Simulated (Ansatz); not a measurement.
ZnS (F-43m): band-edge transport data

Given:

```
ZnS
1.0
    0.00000     2.67815     2.67815
    2.67815     0.00000     2.67815
    2.67815     2.67815     0.00000
Zn S
1 1
Direct
  0.00000   0.00000   0.00000
  0.25000   0.25000   0.25000
```

Computed with HSE06, rigid bands (plane waves, PAW, scalar-relativistic; Ansatz, a program for electronic structure). How the cell was made: cell and atoms relaxed with PBEsol.

```json
{
  "band_gap": "3.46 eV",
  "electron conductivity mass (300 K, dilute)": "0.21 mₑ",
  "hole conductivity mass (300 K, dilute)": "0.73 mₑ",
  "effective density of states N_c (300 K)": "2.4e18 cm⁻³",
  "effective density of states N_v (300 K)": "7.7e19 cm⁻³",
  "density_of_states_mass_electrons": "0.21 mₑ",
  "density_of_states_mass_holes": "2.1 mₑ",
  "Seebeck coefficient, n-type 1e19 cm⁻³, 300 K": "-119 μV/K",
  "Seebeck coefficient, p-type 1e19 cm⁻³, 300 K": "392 μV/K",
  "best p-type power factor at 300 K for τ = 10 fs (best axis; densities from 1e16 to 1e21 cm⁻³ tried, whether or not they can be reached)": "17.5 μW/(cm·K²) at 3e20 cm⁻³"
}
```

Rigid bands; masses and Seebeck coefficients take one relaxation time τ for all states and one kind of carrier; polarons and phonon drag are left out. Spin-orbit coupling is left out; where it splits the top of the valence band, N_v and the p-type Seebeck coefficient come out somewhat high without it. Geometry: cell and atoms relaxed with PBEsol.
